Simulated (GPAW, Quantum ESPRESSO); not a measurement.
A Quantum ESPRESSO input for a self-consistent single point of MnBr2 (R-3m, 3 atoms in the cell) (DFT, LDA (PW92), plane waves, PseudoDojo standard norm-conserving (LDA) pseudopotentials):

```fortran
&CONTROL
   calculation = 'scf'
   prefix = 'mnbr2'
   outdir = './out'
   pseudo_dir = './'
   tprnfor = .true.
   tstress = .true.
/
&SYSTEM
   ibrav = 5
   celldm(1) = 13.1748213576
   celldm(4) = 0.845577822289
   nat = 3
   ntyp = 2
   ecutwfc = 100
   occupations = 'smearing'
   smearing = 'fd'
   degauss = 0.00147
   nspin = 2
   starting_magnetization(1) = 0.267
/
&ELECTRONS
   conv_thr = 1.0d-10
   mixing_beta = 0.4
/
ATOMIC_SPECIES
Mn    54.9380  Mn.upf
Br    79.9040  Br.upf
ATOMIC_POSITIONS {crystal}
Mn    0.0000000000    0.0000000000    0.0000000000
Br    0.7426070000    0.7426070000    0.7426070000
Br    0.2573930000    0.2573930000    0.2573930000
K_POINTS {automatic}
5 5 5  0 0 0
```

**Question.** Write the same calculation as an input for GPAW.

**Answer.** One input that does it (others would too):

```python
from ase import Atoms
from ase.units import GPa
from gpaw import GPAW

atoms = Atoms(['Mn', 'Br', 'Br'],
              cell=[[1.937250, 1.118472, 6.603203],
                    [-1.937250, 1.118472, 6.603203],
                    [0.000000, -2.236944, 6.603203]],
              scaled_positions=[[0.000000, 0.000000, 0.000000],
                                [0.742607, 0.742607, 0.742607],
                                [0.257393, 0.257393, 0.257393]],
              pbc=True)

atoms.set_initial_magnetic_moments([4.0, 0.0, 0.0])

calc = GPAW(spinpol=True,
            mode={'name': 'pw', 'ecut': 800},
            xc='LDA',
            kpts=(5, 5, 5),
            occupations={'name': 'fermi-dirac', 'width': 0.02},
            nbands=-8,
            convergence={'forces': 0.001, 'bands': -6},
            symmetry={'symmorphic': False, 'tolerance': 0.0005},
            maxiter=120,
            txt='-')

atoms.calc = calc

energy = atoms.get_potential_energy()
print('Energy (eV):', round(energy, 6))
forces = atoms.get_forces()
print('Forces (eV/Ang):')
print(forces.round(5))
stress = atoms.get_stress()
print('Stress (GPa, Voigt):', (stress / GPa).round(4))
```

Basis settings and potentials, where a program has them, do not carry over. This input uses DFT LDA (Perdew-Wang 92), plane waves, GPAW PAW datasets LDA (gpaw-data 1.0.1). LDA parametrisations can differ slightly between programs.

The starting cell comes from a database of computed structures (which also holds hypothetical and non-ambient phases and stackings), without a prior relaxation at this level.
